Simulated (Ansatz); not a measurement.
Results of r²SCAN (Ansatz, a first-principles code, plane waves, PAW) for Ti2O3 (P2₁/m, No. 11, 10 atoms in the cell; start mp-1101295; a measured phase of this formula has another space group).

Numerical settings: plane-wave cutoff 560 eV, 8×12×6 k mesh (along the axes of the cell as run), Fermi–Dirac smearing 0.01 eV, no spin polarisation, scalar-relativistic PAW data made under PBE.

Cell (relaxed with PBEsol):

```cif
data_O6Ti4
_chemical_formula_sum 'Ti4 O6'
_space_group_name_H-M_alt 'P21/m'
_space_group_IT_number 11
_space_group_name_Hall '-P 2yb'
_cell_length_a 5.05926
_cell_length_b 2.95324
_cell_length_c 7.31706
_cell_angle_alpha 90.000
_cell_angle_beta 101.567
_cell_angle_gamma 90.000
loop_
_atom_site_label
_atom_site_type_symbol
_atom_site_symmetry_multiplicity
_atom_site_Wyckoff_symbol
_atom_site_fract_x
_atom_site_fract_y
_atom_site_fract_z
_atom_site_occupancy
Ti1 Ti 2 e 0.15778 0.25000 0.65819 1
Ti2 Ti 2 e 0.26849 0.25000 0.02189 1
O1 O 2 e 0.94122 0.25000 0.15551 1
O2 O 2 e 0.21463 0.75000 0.50416 1
O3 O 2 e 0.48525 0.75000 0.17007 1
```

Q: Predict the band gap, smallest direct gap on the k points sampled and Γ–Γ gap.

A: 
- band gap = 0.19 eV (indirect)
- smallest direct gap on the k points sampled = 0.36 eV
- Γ–Γ gap = 1.18 eV

Note: cell and atoms aren't relaxed at this level (largest force component 0.19 eV/Å, pressure 3.1 GPa).

A start named mp-… is a Materials Project structure, which need not be a measured phase.
